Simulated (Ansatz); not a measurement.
GaP under load (space group R3m), r2SCAN with spin-orbit coupling, rigid bands in Ansatz (an electronic-structure program). Condition of this run: uniaxial stress along [111] of 4.2 GPa (compression positive) (the target of the relaxation). Band gap 1.57 eV, N_c = 5.99e19 cm⁻³ and N_v = 7.54e18 cm⁻³ at 300 K, conductivity masses of 0.348 mₑ (electrons) and 0.314 mₑ (holes). Take k_BT = 0.02585 eV.

Q: Find the intrinsic carrier density and the intrinsic Fermi level.

A: n_i = √(N_c N_v) exp(−E_g/2k_BT) = 2.13e19 × exp(−30.37) = 1.4e6 cm⁻³. The level lies (k_BT/2) ln(N_v/N_c) = -27 meV from mid-gap (positive towards the conduction band). Each 0.1 eV added to the gap lowers n_i by a factor of 6.9.

Q: A film of it is 3 nm thick. Estimate the confinement energies in an infinite well.

A: ħ²π²/(2m t²) = 0.376 eV·nm²/(m/mₑ × t²) gives 120 meV for electrons and 133 meV for holes, so the gap would widen to about 1.82 eV. Finite barriers and nonparabolic bands lower this, and with several valleys or bands the heaviest mass along the normal sets the lowest level, not this average.

Q: What built-in voltage has an abrupt junction with N_A = 1e16 and N_D = 1e17 cm⁻³, all dopants ionised?

A: V_bi = E_g/e − (k_BT/e) ln(N_c N_v/(N_A N_D)) = 1.57 − 0.02585 × 13.02 = 1.23 V, for the computed gap.

Rigid bands with the computed gap; masses take one relaxation time for all states. Geometry: cell and atoms relaxed with PBEsol.
